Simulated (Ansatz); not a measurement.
The reference is Y in the hcp (Mg type) structure (space group P6_3/mmc, No. 194; relaxed with 0.1 eV smearing).

```
Y
1.0
    3.59431     0.00000     0.00000
   -1.79716     3.11277     0.00000
    0.00000     0.00000     5.60992
Y
2
Direct
  0.66667   0.33333   0.75000
  0.33333   0.66667   0.25000
```

All numbers come from PBEsol (Ansatz, a quantum-chemistry and plane-wave program, PAW, without spin-orbit coupling).

Base values:

- Pressure: 0.0 GPa
- Band gap: zero

It is then changed as follows: an isotropic linear strain of +1.00 %; the atoms relax in the strained cell.

Predict the new pressure, energy relative to the base and band gap.

The pressure (mean of the normal stresses, compression positive) goes from zero to -1.2 GPa; the energy grows by 3.7 meV/atom; the band gap stays zero.

No phonon test of stability was made. The final runs are not spin-polarised.
